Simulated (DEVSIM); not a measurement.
Device: abrupt Si p-n junction, at 300 K.

Layer 1 from the left is Si, thickness (μm) 71.0, Na (cm⁻³) 5.3e16, τn (s) 5.7e-7, τp (s) 1.9e-5. Layer 2 from the left is Si, thickness (μm) 0.340, Nd (cm⁻³) 3.9e15, τn (s) 1.9e-5, τp (s) 1.9e-5.

Left contact: ohmic. Right contact: ohmic. Voltage is applied to the left contact. Recombination: SRH at mid-gap. Mobility is constant in doping.

This is a model device: material constants are rounded textbook-type values typed into the input, and sizes, dopings and lifetimes were drawn at random. Values at 300 K.

Si: gap (eV) 1.124, affinity (eV) 4.05, permittivity 11.7, Nc (cm⁻³) 2.86e19, Nv (cm⁻³) 3.1e19, μn (cm²/Vs) 1417, μp (cm²/Vs) 470.

DEVSIM, 1D drift-diffusion, Boltzmann statistics, complete ionisation; no tunnelling, impact ionisation, image-force lowering or self-heating.

Problem. What does the simulation give for the dark forward voltage at 100 A/cm², the largest field in the device at zero bias?

Solution. dark forward voltage at 100 A/cm² 0.814 V; largest field in the device at zero bias 30000 V/cm.
